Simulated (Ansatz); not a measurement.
Take YN in the rock salt structure (space group Fm-3m, No. 225; a = 4.856 Å) as the base. Axes: x, y, z lie along the cube axes.

Calculations: Ansatz (a program for electronic structure), PBEsol, PAW, cutoff 420 eV, spin-orbit coupling left out.

Before the change:

- Shortest interatomic distance: 2.428 Å

Now apply this change: biaxial strain −0.42 %, plane normal [111], relaxed out of plane (Cartesian); in-plane vectors clamped, the third vector and the atoms free.

**Question.** How does this affect the energy relative to the base?

**Answer.** The energy increases by 0.6 meV/atom.

**Question.** What does the calculation give for the out-of-plane strain after the change?

**Answer.** The out-of-plane strain amounts to +0.22 %.

**Question.** Predict the new in-plane stress.

**Answer.** The mean in-plane stress (compression positive) amounts to +1.6 GPa.

**Question.** How does this affect the shortest interatomic distance?

**Answer.** The shortest interatomic distance shrinks by 0.005 Å (2.428 Å → 2.423 Å).

Whether these cells are dynamically stable was not tested.
